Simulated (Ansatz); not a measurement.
The reference is CsPbCl3 in the cubic perovskite structure (space group Pm-3m, No. 221; a = 5.521 Å).

The values are results of LDA (Ansatz, a first-principles code), scalar-relativistic without spin-orbit coupling, not measurements.

For the base:

| Item | Value |
|---|---|
| Hole mass | 0.14 mₑ (at R) |
| Electron mass | 0.093, 0.75, 0.75 mₑ (at R) |
| Width of the top valence band | 2.83 eV |

Now apply this change: an isotropic linear strain of −2.40 %; the atoms relax in the strained cell.

**Question.** How does this affect the mean gap deformation potential ΔEg/Δln V, hole mass, electron mass and width of the top valence band?

**Answer.** The mean gap deformation potential ΔEg/Δln V comes out as +5.4 eV; the hole mass goes from 0.14 mₑ (at R) to 0.10 mₑ (at R); the electron mass (degenerate bands, along [100]) goes from 0.093, 0.75, 0.75 mₑ (at R) to 0.076, 0.68, 0.68 mₑ (at R); the width of the top valence band increases by 0.618 eV to 3.44 eV.

Spin-orbit coupling, missing from the scalar runs, can matter with Pb. Masses are band curvatures over ±0.01 Å⁻¹ around the edge. Stability against distortions was not tested. Many cubic perovskites are stable only at high temperature; tilts and polar distortions were not tested. This is not the structure that CsPbCl3 has at room temperature and ambient pressure.
